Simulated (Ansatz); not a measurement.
# A short convergence ladder for GaCuGeSe4 (C2, 7 atoms in the cell)

```xyz
7
Lattice="-2.7615 2.7615 5.4215 2.7615 -2.7615 5.4215 2.7615 2.7615 -5.4215" Properties=species:S:1:pos:R:3 pbc="T T T"
Ga     0.0000     0.0000     5.4715
Cu     2.7615     0.0000     2.7108
Ge     0.0000     2.7615     2.7108
Se     1.3137     1.2899    -1.2963
Se     1.2899     4.2092     1.2963
Se     1.4477     1.4716     4.1252
Se     1.4716    -1.4477     6.7178
```

Base method: LDA (PW92), default PAW files made with PBE (plane waves; Ansatz, a quantum-chemistry and plane-wave program).

Base settings: basis.ecutwfc = 420 eV; kpoints.mp_grid.grid = 3 3 3; hamiltonian.xc = lda; hamiltonian.pseudopotentials = {kind: paw} (the program's default PAW files); scf.occupations.method = fixed.

**The width of Fermi-Dirac smearing**

In this ladder: scf.occupations.method = fermi_dirac.

The mesh stays at the base's, so the ladder's end is converged at best in this setting alone.

Only quantities that move along the ladder and can be compared are tabulated.

| scf.occupations.width | free energy less the last step's (meV/atom) | pressure (GPa) | largest difference of a force vector from the last step's (eV/Å) |
|---|---|---|---|
| 1 eV | -514.41 | 2.59 | 0.852 |
| 0.5 eV | -75.53 | -1.55 | 0.367 |
| 0.2 eV | -3.02 | -3.09 | 0.044 |
| 0.1 eV | -0.15 | -3.26 | 0.004 |
| 0.02 eV | 0.00 | -3.28 | 0.000 |

Widest scf.occupations.width that holds the forces within 0.02 eV/Å of the last step, with all finer ones: 0.1 eV; the step before is off by 0.044 eV/Å.

Widest scf.occupations.width that holds the free energy within 1 meV/atom of the last step, with all finer ones: 0.1 eV; the step before is off by 3.0 meV/atom.

Widest scf.occupations.width that holds the pressure within 0.5 GPa of the last step, with all finer ones: 0.2 eV; the step before is off by 1.7 GPa.

On the base run: the starting cell comes from a database of computed structures (which also holds hypothetical and non-ambient phases and stackings), without a prior relaxation at this level. Its lattice was rescaled by up to half a per cent. One atom was moved a little off its site on purpose. In the base run, with a pressure of about -3 GPa the cell is away from its equilibrium volume at this level. Ansatz's pressure includes its estimate of the finite-basis (Pulay) stress.

Keys are those of Ansatz 0.2.
